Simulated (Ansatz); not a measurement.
hcp Tb, treated with revPBE (Ansatz, an electronic-structure program, PAW).

Input:

Ansatz 0.2 input:
```yaml
crystal:
  lattice:
    - [1.8198765287, -3.1521186112, 0.0]
    - [1.8198765287, 3.1521186112, 0.0]
    - [0.0, 0.0, 5.8412829217]
  atoms:
    - { symbol: Tb, position: [0.3333333333, 0.6666666667, 0.25], spin: 6.0 }
    - { symbol: Tb, position: [0.6666666667, 0.3333333333, 0.75], spin: 6.0 }
basis:
  ecutwfc: 520
  ecutrho_ratio: 4
  xc_grid: 2
kpoints:
  mp_grid: { grid: [18, 18, 10] }
hamiltonian:
  xc: revpbe
  dispersion: none
  pseudopotentials: { kind: paw }
scf:
  occupations: { method: fermi_dirac, width: 0.05 }
output:
  forces: true
  stress: true
  eigenvalues: true
magnetization:
  spin_polarized: true
relax:
  f_tol: 0.004
  escape_saddle: false
  max_steps: 80
  cell: { stress_tol: 0.02, fix: [volume] }
```

The run printed, among other lines:

```
Relaxation: its limit of steps is 80 (relax.max_steps)
Crystal: 2 atoms, lattice volume = 67.017 Å³
Basis set: ecut = 520 eV, 1797 PW (Γ), exchange–correlation on 60×60×90 points (8 copies of the dense FFT grid, shifted against one another)
Bands: 30, of which v1, the nominal top of the filled ones, is band 19 counted from 1 (18 counted from 0)
Symmetry: 24 space group operations
Space group: P63/mmc (ITA 194), of the structure as read, at distance tolerance 4.1e-5 Å
k-points: 222 of 3240
Initial density: superposition of atomic densities (chi_scale 0.1, normalization cell)
Functional: x = revpbe(κ = 1.245, μ = 0.2195149727645171), c = pbe(β = 0.06672455060314922)
spin=Collinear: Kerker preconditioning applied to the charge; magnetization (m = ρ↑ − ρ↓) channel mixes plain (no charge-response kernel on spin).
SCF 1 converged in 20 iterations: F = -19903.235865 eV  dr2 = 1.19e-9
Crystal: 2 atoms, lattice volume = 67.017 Å³
Initial density: handed on by an earlier stage of this run
spin=Collinear: Kerker preconditioning applied to the charge; magnetization (m = ρ↑ − ρ↓) channel mixes plain (no charge-response kernel on spin).
SCF 2 converged in 8 iterations: F = -19903.235865 eV  dr2 = 1.31e-12
SCF converged after 8 iterations
Magnetization: 12.1018 μB (25.0509 up, 12.9491 down)
Free energy (F): -19903.235865 eV
Internal energy: -19903.130733 eV  (E = F + TS)
E sigma→0 (E₀):  -19903.183299 eV
Fermi energy:    11.798760 eV
--- Forces (eV/Å), atoms counted from 1 ---
  atom   1  Tb     0.00000000     0.00000000     0.00000000
  atom   2  Tb    -0.00000000    -0.00000000    -0.00000000
--- Stress (GPa, compression-positive) ---
        0.476614      -0.000000      -0.000000
        0.000000       0.476614      -0.000000
       -0.000000      -0.000000       0.483770
  P = ⅓ Tr σ = 0.4790 GPa (4.790 kbar)
```

The cell is one volume of an energy–volume scan, off the minimum.

The PAW data were made under PBE.

The run is spin-polarised with parallel starting moments, which need not be the measured order.

Note: the 4f shell is treated without U or exact exchange, so its levels and filling can be wrong.

It cost around 4 core-minutes (rough) of CPU time.
